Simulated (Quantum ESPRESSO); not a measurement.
**Short convergence ladders for InBi (R3m, 2 atoms in the cell)**

```
InBi
1.0
    0.00000     3.39369     3.39369
    3.39369     0.00000     3.39369
    3.39369     3.39369     0.00000
In Bi
1 1
Direct
  0.00425   0.00425   0.00425
  0.25000   0.25000   0.25000
```

Base method: PBEsol, PSlibrary PAW (PBE) pseudopotentials (plane waves; Quantum ESPRESSO 7.5).

Base settings: ecutwfc = 50 Ry; ecutrho = 500 Ry; occupations = smearing; smearing = gaussian; degauss = 0.0073499 Ry; input_dft = pbesol; potentials = {In: In.pbe-dn-kjpaw_psl.1.0.0.UPF, Bi: Bi.pbe-dn-kjpaw_psl.1.0.0.UPF}; K_POINTS = automatic 4 4 4 0 0 0; conv_thr = 1e-10 Ry.

The count of work is k-points × plane waves × bands × iterations; it is no time. Core times come from one kind of shared machine, to one figure; runs under 30 s give none.

**The k-point mesh at a smearing width of 0.02 eV**

In this ladder: degauss = 0.00147 Ry.

Only quantities that move along the ladder and can be compared are tabulated.

| K_POINTS | free energy less the last step's (meV/atom) | pressure (GPa) | largest difference of a force vector from the last step's (eV/Å) | count of work / last |
|---|---|---|---|---|
| automatic 3 3 3 0 0 0 | 232.83 | -0.27 | 0.065 | 0.041 |
| automatic 5 5 5 0 0 0 | 32.58 | -1.53 | 0.018 | 0.13 |
| automatic 8 8 8 0 0 0 | 3.55 | -1.64 | 0.019 | 0.45 |
| automatic 11 11 11 0 0 0 | 0.00 | -1.68 | 0.000 | 1.0 |

Coarsest K_POINTS that holds the forces within 0.01 eV/Å: not settled: the last two steps still differ by 0.019 eV/Å, over half the tolerance, so the ladder does not show it.

Coarsest K_POINTS that holds the pressure within 0.2 GPa of the last step, with all finer ones: automatic 5 5 5 0 0 0, at 0.13 of the last step's count of work; the step before is off by 1.4 GPa.

Coarsest K_POINTS that holds the free energy within 5 meV/atom: not settled: the last two steps still differ by 3.6 meV/atom, over half the tolerance, so the ladder does not show it.

**The mesh under tetrahedron occupations**

In this ladder: occupations = tetrahedra_opt; smearing = default; degauss = default.

Only quantities that move along the ladder and can be compared are tabulated.

```tsv
K_POINTS	free energy less the last step's (meV/atom)	pressure (GPa)	largest difference of a force vector from the last step's (eV/Å)	count of work / last	core time / last (rough)
automatic 4 4 4 0 0 0	83.95	-1.32	0.023	0.050	–
automatic 6 6 6 0 0 0	16.22	-1.66	0.004	0.14	0.2
automatic 8 8 8 0 0 0	4.41	-1.70	0.000	0.28	0.4
automatic 13 13 13 0 0 0	0.00	-1.70	0.000	1.0	1
```

Coarsest K_POINTS that holds the forces within 0.01 eV/Å of the last step, with all finer ones: automatic 6 6 6 0 0 0, at 0.14 of the last step's count of work and about 0.2 of the last step's time; the step before is off by 0.023 eV/Å.

Coarsest K_POINTS that holds the pressure within 0.05 GPa of the last step, with all finer ones: automatic 6 6 6 0 0 0, at 0.14 of the last step's count of work and about 0.2 of the last step's time; the step before is off by 0.38 GPa.

Coarsest K_POINTS that holds the free energy within 5 meV/atom: not settled: the last two steps still differ by 4.4 meV/atom, over half the tolerance, so the ladder does not show it.

On the base run: the starting cell comes from a database of computed structures (which also holds hypothetical and non-ambient phases and stackings), without a prior relaxation at this level. Its lattice was rescaled by up to half a per cent. One atom was moved a little off its site on purpose.
